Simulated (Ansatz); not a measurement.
Base system: SiC in the zinc blende structure (space group F-43m, No. 216; a = 4.356 Å).

Method: r2SCAN/PAW in Ansatz (a program for electronic structure), no spin-orbit coupling.

For the base:

```
Item                                    Result
-----------------------------  ---------------
Band gap                               1.71 eV
Smallest direct gap                    5.05 eV
Width of the top valence band          4.81 eV
Gap character                  indirect, Γ → X
```

The change: a hydrostatic pressure of 22.5 GPa.

Predict the new band gap.

The band gap shrinks by 0.06 eV (1.71 eV → 1.65 eV).

Predict the new smallest direct gap.

The smallest direct gap grows by 0.10 eV, from 5.05 eV to 5.15 eV.

Estimate the effect on the width of the top valence band.

The width of the top valence band goes up by 0.324 eV to 5.14 eV.

What does the calculation give for the gap character after the change?

The gap character is still indirect, Γ → X.

Load acts through the strain it causes; cell and atoms are relaxed under it. Stability against distortions was not tested. Competing high-pressure phases were not computed.
